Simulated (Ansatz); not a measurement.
# bcc Eu

All values below come from r²SCAN in Ansatz (PAW).

Numerical settings: plane-wave cutoff 560 eV, 18×18×18 k mesh, Fermi–Dirac smearing 0.05 eV, spin-polarised with parallel moments, scalar-relativistic PAW data made under PBE.

Cell: measured lattice: a = 4.582 Å, b = 4.582 Å, c = 4.582 Å, α = 90.00°, β = 90.00°, γ = 90.00°.

```
Item                                                         Result
----------------------------------------------------------  -------
magnetic moment per atom (the cell's total over its atoms)  7.81 μB
```

Note: the 4f shell is treated without U or exact exchange, so its levels and filling can be wrong; the collinear magnetic order is the start's and need not be the measured one; cell and atoms aren't relaxed at this level (pressure -1.1 GPa).

Moments are spin moments.

Spin–orbit coupling is not included.

The computed numbers hold no vibrational or temperature effects.

Ansatz is a first-principles code.
